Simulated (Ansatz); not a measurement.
## SiO2: stress against strain

SiO2 (rutile, P4_2/mnm, 7.854 Å³/atom and stress up to 0.01 GPa in the relaxed cell, c along z) under an equal strain ε in the (001) plane with the normal axis free, as in a coherent film. PBEsol in Ansatz, a plane-wave DFT program (PAW, default set), 420 eV, 8×8×12 Γ-centred mesh, Fermi-Dirac smearing 0.05 eV; ions are relaxed, or left where forces stay under 0.02 eV/Å, within the symmetry of each cell. Stress is positive for a compressed cell.

Here s stands for strain and y for stress xx.

| strain (%) | stress xx (GPa) |
|---|---|
| -3.00 | ? |
| -1.20 | 6.73 |
| -0.60 | 3.24 |
| 0.00 | 0.00 |
| 0.60 | -2.98 |
| 1.20 | -5.70 |

Taking a straight line for y over the 5 complete rows: Means: s 0, y 0.258. About the means, the sum of products is -18.648 and the sum of squares of s is 3.6000; the slope is their ratio. Least squares gives y = 0.258 - 5.1800·s. Residuals (row less fit): 0.256, -0.126, -0.258, -0.130, 0.258; standard error 0.278 (degrees of freedom: 3). The slope gives the biaxial elastic modulus of this plane = 518 ± 15 GPa (± standard error of the fit, which holds the terms cut off).

Problem. What does the fit predict for y at s = -3.00, and how far is the calculated value from it?

Solution. y = 0.258 - 5.1800 × (-3.0) = 15.798 GPa. The calculation gives 18.68 GPa, 2.882 GPa above the prediction (11.8 % of the range of y in the table). The row lies outside the fitted rows, so this is an extrapolation. From the scatter of the fitted rows alone, a prediction at this place has a standard error of 0.534 GPa, so the miss is 5.4 times that.

A polynomial of degree 2 through the 10 other runs of the series gives 18.69 there, so most of the miss is curvature that the fit leaves out. SiO2 is here stishovite, a high-pressure form. Rows are the converged runs of the series near zero and its far end; series whose fitted rows scatter by over a few per cent of the range, as at a crossing or softening among them, aren't shown in this form, nor equations of state whose B0' disagrees with the runs' pressures. Most that stay on the fit to the last digits aren't either.
